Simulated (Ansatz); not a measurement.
Results of r²SCAN-D4 (PAW; Ansatz, a quantum-chemistry and plane-wave program) for rock-salt AlN (model structure) (like a known high-pressure phase).

Settings: plane-wave cutoff 500 eV, 16×16×16 k mesh, Fermi–Dirac smearing 0.05 eV, scalar-relativistic PAW data made under PBE.

Cell (relaxed at this level):

AlN is modelled in the cubic space group Fm-3m (No. 225), the rock salt structure, Pearson symbol cF8. Conventional cell: a = b = c = 4.0259 Å, α = β = γ = 90.00°. Al on 4a has 6 N at 2.013 Å (octahedral). N on 4b sees 6 Al at 2.013 Å (octahedral). (Neighbours: up to the widest gap in distance over summed covalent radii, below 1.35, at either atom; cation-cation and far metal-metal contacts left out.)
(The calculation used a cell of 2 atoms; values per cell refer to that cell.)

Task: Give the computed band gap.

Result: 
- band gap = 5.61 eV (on the SCF k mesh)

Computing time: roughly 22 core-seconds.

A model structure was made by putting elements into a prototype or built by hand; it is no filed structure, need not be a known phase, and can be a saddle point held by its symmetry.
